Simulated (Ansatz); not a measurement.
Here is the system:

```yaml
crystal:
  lattice:
    - [0.00000, 2.72489, 2.72489]
    - [2.72489, 0.00000, 2.72489]
    - [2.72489, 2.72489, 0.00000]
  atoms:
    - { symbol: Mg, position: [0.00000, 0.00000, 0.00000] }
    - { symbol: Se, position: [0.50000, 0.50000, 0.50000] }
```

Calculation: PBEsol with spin-orbit coupling, rigid bands (plane waves, PAW; Ansatz, a first-principles code). Geometry: cell and atoms relaxed with PBEsol.

Q: What conductivity effective mass do dilute holes have at 300 K?

A: 0.95 mₑ.

Q: Predict the electron conductivity mass (n e² τ/σ) at 300 K, by direction if it differs.

A: 0.29 mₑ.

Q: And the band gap?

A: 1.64 eV at this level; semilocal functionals usually fall short of the measured gap.

Rigid bands, one relaxation time for all states, no polarons.
